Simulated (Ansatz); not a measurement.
Start from VBiO4 (space group I4_1/a, No. 88).

```yaml
crystal:
  lattice:
    - [-2.56052, 2.56052, 5.81154]
    - [2.56052, -2.56052, 5.81154]
    - [2.56052, 2.56052, -5.81154]
  atoms:
    - { symbol: Bi, position: [0.75000, 0.25000, 0.50000] }
    - { symbol: Bi, position: [0.00000, 0.00000, 0.00000] }
    - { symbol: V, position: [0.25000, 0.75000, 0.50000] }
    - { symbol: V, position: [0.50000, 0.50000, 0.00000] }
    - { symbol: O, position: [0.07985, 0.96774, 0.39015] }
    - { symbol: O, position: [0.57759, 0.68969, 0.60985] }
    - { symbol: O, position: [0.71774, 0.82759, 0.38789] }
    - { symbol: O, position: [0.43969, 0.32985, 0.61211] }
    - { symbol: O, position: [0.67015, 0.28226, 0.10985] }
    - { symbol: O, position: [0.17241, 0.56031, 0.89015] }
    - { symbol: O, position: [0.03226, 0.42241, 0.11211] }
    - { symbol: O, position: [0.31031, 0.92015, 0.88789] }
```

Level of theory: Ansatz (a first-principles code) r2SCAN, no SOC, earlier PAW set.

For the base:

The gap character is indirect, Γ–X (71 % along) → N and the band gap is 2.48 eV. The width of the top valence band is 0.86 eV.

Now apply this change: hydrostatic tension (pressure −1 GPa).

### Question
What does the calculation give for the gap character, band gap and width of the top valence band after the change?

### Answer
The gap character remains indirect, Γ–X (71 % along) → N; the band gap grows by 0.03 eV, from 2.48 eV to 2.51 eV; the width of the top valence band shrinks by 0.03 eV to 0.83 eV.

Spin-orbit coupling, missing from the scalar runs, can matter with Bi. Load acts through the strain it causes; cell and atoms are relaxed under it. Stability against distortions was not tested. Starting moments died away, wholly or in part, for the base; another magnetic solution may exist. The final runs are not spin-polarised.
